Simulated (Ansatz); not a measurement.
## What isotropic strain −2.50 % does to NaI

Start from NaI in the rock salt structure (space group Fm-3m, No. 225; a = 6.4021 Å).

One thing is altered: an isotropic linear strain of −2.50 %; the atoms relax in the strained cell.

Method: PBEsol in Ansatz (plane waves to 420 eV, PAW, no spin-orbit coupling). Γ-centred 9×9×9 mesh, Fermi–Dirac width 0.05 eV.

```tsv
quantity	base	changed	shift
volume per atom	32.80 Å³	30.40 Å³	-2.40 Å³
space group	Fm-3m (No. 225)	Fm-3m (No. 225)	–
shortest interatomic distance	3.201 Å	3.121 Å	-0.080 Å
energy relative to the base (free energy F)	0 meV/atom	+11 meV/atom	+11 meV/atom
pressure	0.01 GPa	1.57 GPa	+1.56 GPa
band gap	3.60 eV	3.81 eV	+0.219 eV
gap character	direct at Γ	direct at Γ	–
mean gap deformation potential ΔEg/Δln V	–	-2.9 eV	–
width of the top valence band	1.00 eV	1.15 eV	+0.15 eV
electron mass	0.26 mₑ (at Γ)	0.25 mₑ (at Γ)	–
hole mass (degenerate bands, along [100])	0.36, 1.5, 1.5 mₑ (at Γ)	0.33, 1.4, 1.4 mₑ (at Γ)	–
valley order (the lowest conduction-band minima on the path, energy above the VBM, named in the base's zone)	Γ 3.60 eV; X along ⟨100⟩ 4.47 eV; L along ⟨111⟩ 4.96 eV	Γ 3.81 eV; X along ⟨100⟩ 4.51 eV; L along ⟨111⟩ 4.97 eV	–
```

Final structure:

```xyz
2
Lattice="0.0000 3.1210 3.1210 3.1210 0.0000 3.1210 3.1210 3.1210 0.0000" Properties=species:S:1:pos:R:3 pbc="T T T"
Na     0.0000     0.0000     0.0000
I      3.1210     3.1210     3.1210
```

With I present, leaving out spin-orbit coupling can change the band edges. Effective masses come from finite differences of ±0.01 Å⁻¹. Whether these cells are dynamically stable was not tested.

Ansatz is a program for electronic structure.
